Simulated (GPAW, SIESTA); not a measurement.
A SIESTA input for a self-consistent single point of Mo3Si (Pm-3n, 8 atoms in the cell) (DFT, GGA PBE, numerical atomic orbitals TZP, PseudoDojo PBE standard norm-conserving potentials (rewritten from UPF to PSML)):

```
# files in the folder: Si.psml Mo.psml (PseudoDojo PBE standard)
SystemName  Mo3Si
SystemLabel siesta

NumberOfAtoms                8
NumberOfSpecies              2
%block ChemicalSpeciesLabel
  1 14 Si
  2 42 Mo
%endblock ChemicalSpeciesLabel
LatticeConstant              1.0 Ang
%block LatticeVectors
     4.840122000    0.000000000    0.000000000
     0.000000000    4.840122000    0.000000000
     0.000000000    0.000000000    4.840122000
%endblock LatticeVectors
AtomicCoordinatesFormat      Ang
%block AtomicCoordinatesAndAtomicSpecies
     2.420061000    2.420061000    2.420061000  1
     0.000000000    0.000000000    0.000000000  1
     1.210030500    0.000000000    2.420061000  2
     2.420061000    1.210030500    0.000000000  2
     2.420061000    3.630091500    0.000000000  2
     3.630091500    0.000000000    2.420061000  2
     0.000000000    2.420061000    3.630091500  2
     0.000000000    2.420061000    1.210030500  2
%endblock AtomicCoordinatesAndAtomicSpecies

XC.functional                GGA
XC.authors                   PBE
PAO.BasisSize                TZP
PAO.EnergyShift              0.005 Ry
MeshCutoff                   300 Ry
%block kgrid.MonkhorstPack
    5   0   0  0.0
    0   5   0  0.0
    0   0   5  0.0
%endblock kgrid.MonkhorstPack
OccupationFunction           MP
OccupationMPOrder            0
ElectronicTemperature        200.0 meV

MaxSCFIterations             150
SCF.Mixer.Method             Broyden
SCF.Mixer.Weight             0.2
SCF.Mixer.History            6
SCF.DM.Tolerance             1.0E-04
Diag.ParallelOverK           true
WriteForces                  true
```

Translate this input to GPAW.

One input that does it (others would too):

```python
from ase import Atoms
from ase.units import GPa
from gpaw import GPAW

atoms = Atoms(['Si', 'Si', 'Mo', 'Mo', 'Mo', 'Mo', 'Mo', 'Mo'],
              cell=[[4.840122, 0.000000, 0.000000],
                    [0.000000, 4.840122, 0.000000],
                    [0.000000, 0.000000, 4.840122]],
              scaled_positions=[[0.500000, 0.500000, 0.500000],
                                [0.000000, 0.000000, 0.000000],
                                [0.250000, 0.000000, 0.500000],
                                [0.500000, 0.250000, 0.000000],
                                [0.500000, 0.750000, 0.000000],
                                [0.750000, 0.000000, 0.500000],
                                [0.000000, 0.500000, 0.750000],
                                [0.000000, 0.500000, 0.250000]],
              pbc=True)

calc = GPAW(mode={'name': 'pw', 'ecut': 600},
            xc='PBE',
            kpts=(5, 5, 5),
            occupations={'name': 'methfessel-paxton', 'width': 0.2, 'order': 0},
            nbands=-16,
            convergence={'density': 1e-05, 'energy': 1e-05},
            symmetry={'symmorphic': False, 'tolerance': 0.0005},
            maxiter=100)

atoms.calc = calc

energy = atoms.get_potential_energy()
print('Energy (eV):', round(energy, 6))
forces = atoms.get_forces()
print('Forces (eV/Ang):')
print(forces.round(5))
stress = atoms.get_stress()
print('Stress (GPa, Voigt):', (stress / GPa).round(4))
```

Basis settings and potentials, where a program has them, do not carry over. This input uses DFT PBE, plane waves, GPAW PAW datasets PBE (gpaw-data 1.0.1). Both were run: pressure 11.74 GPa in SIESTA and 10.28 in GPAW.

On SIESTA: the starting cell has typed, rounded lattice constants, without a prior relaxation at this level. Its lattice was rescaled by a random factor within 2.5 % of one. For this run, on top of that: lattice scaled by 0.98. Spin polarisation is off. Values carry the incompleteness of an atom-centred basis. With a pressure of about 12 GPa the cell is away from its equilibrium volume at this level.

On GPAW: the starting cell has typed, rounded lattice constants, without a prior relaxation at this level. Its lattice was rescaled by a random factor within 2.5 % of one. For this run, on top of that: lattice scaled by 0.98. Spin polarisation is off. With a pressure of about 10 GPa the cell is away from its equilibrium volume at this level.
